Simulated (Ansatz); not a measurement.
**What 2 layers does to hypothetical CdI2 type CeO2**

The reference is CeO2 in the CdI2 type structure (space group P-3m1, No. 164; a = 3.602 Å, c = 4.523 Å; a hypothetical phase, not in the database extracts checked).

It is then changed as follows: a free-standing slab of 2 layers (6 atoms, 3 a layer) is cut normal to the stacking axis, with 15 Å of vacuum and the in-plane cell relaxed.

Computed with PBE-D3(BJ) (Ansatz, a program for electronic structure), scalar-relativistic without spin-orbit coupling, earlier PAW set. Settings: 11×11×1 k-points, 0.05 eV Fermi–Dirac smearing, for the changed cell.

The layer's space group (with vacuum) is P-3m1 (No. 164) and the shortest interatomic distance is nearly the same (2.268 Å against 2.270 Å). The band gap goes up by 0.10 eV (2.23 eV → 2.33 eV) and the gap character comes out as indirect, K–Γ (33 % along) → Γ. The smallest direct gap grows by 0.112 eV (2.37 eV → 2.49 eV) and the excess energy per area of both faces (slab less bulk energy over the cell's area: twice a surface energy) is 0.34 J/m². The thickness between the outermost nuclei comes out as 6.41 Å and the in-plane lattice parameter a goes up by 0.0025 Å, from 3.602 Å to 3.604 Å.

The excess energy carries the mismatch between the slab's and the bulk's meshes. Stability against distortions was not tested. Starting moments died away, wholly or in part, for the base; another magnetic solution may exist. All final runs are without spin polarisation.
